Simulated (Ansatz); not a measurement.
Band structure of TiN (Fm-3m, 2 atoms in the cell).

```yaml
crystal:
  lattice:
    - [0.00000, 2.12000, 2.12000]
    - [2.12000, 0.00000, 2.12000]
    - [2.12000, 2.12000, 0.00000]
  atoms:
    - { symbol: Ti, position: [0.00000, 0.00000, 0.00000] }
    - { symbol: N, position: [0.50000, 0.50000, 0.50000] }
```

Level of theory: PBE (plane waves, PAW; Ansatz, a program for electronic structure).

Settings: kpoints.mp_grid.grid = 18 18 18; hamiltonian.xc = pbe; hamiltonian.pseudopotentials = {kind: paw} (the program's default PAW files); scf.occupations.method = fermi_dirac; scf.occupations.width = 0.0073 Ry; kpoints.band_path.npoints = 8.

The starting cell has typed, rounded lattice constants, without a prior relaxation at this level. Spin polarisation is off; with an odd number of electrons in the cell that forces a metal, and a magnetic state may lie lower.

Levels in eV from the Fermi level, bands 5 to 12:
```csv
point,5,6,7,8,9,10,11,12
Γ,-17.12,-2.05,-2.05,-2.05,-0.61,-0.61,-0.61,0.59
X,-15.71,-5.84,-3.24,-3.24,-3.07,1.66,2.40,2.40
W,-15.24,-5.48,-5.48,-5.38,0.93,0.93,2.40,3.14
K,-15.29,-5.83,-5.73,-4.47,-0.47,1.99,2.32,3.61
L,-14.65,-8.09,-5.49,-5.49,1.69,1.69,2.37,5.75
U,-15.29,-5.83,-5.73,-4.47,-0.47,1.99,2.32,3.61
```

Bands cross the Fermi level along this path, so the cell is metallic at this level.

Keys are those of Ansatz 0.2.
